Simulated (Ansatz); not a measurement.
Defect: In-vacancy pair (In on one host Cu site, one Cu site vacant) in fcc Cu, neutral cell. Level of theory: PBE, PAW (plane waves to 420 eV; Ansatz, an electronic-structure program).

Settings: 32 host sites, the relaxed PBE lattice, a 2×2×2 k-point mesh shifted by half a step, smearing 0.10 eV, spin-restricted, no image-charge correction. Energies are static. Forms of the defect that were not tried may lie lower.

Barriers: single points on a 4×4×4 k-point mesh shifted by half a step at the bands' geometries (they differ from the bands' own by up to 0.11 eV, and are uncertain by about as much).

The step: the In atom itself jumps into the vacancy (In-vacancy distance between ideal sites 2.57 Å throughout); the atom moves 2.07 Å along (0.00, 0.40, 0.40) of the unit cell; the moving atom starts with neighbours 4 Cu at 2.58, 2 Cu at 2.64, 4 Cu at 2.72, Cu at 2.82 Å and ends with 4 Cu at 2.58, 2 Cu at 2.64, 4 Cu at 2.72, Cu at 2.82 Å.

Problem. Estimate the migration barrier of this step that PBE, PAW returns for this input.

Solution. 0.37 eV, the same both ways. At the saddle the moving atom has neighbours 4 Cu at 2.50, 4 Cu at 2.84 Å. The saddle point's order was not checked, and it lies on a symmetry element of the cell, where a band can be held.
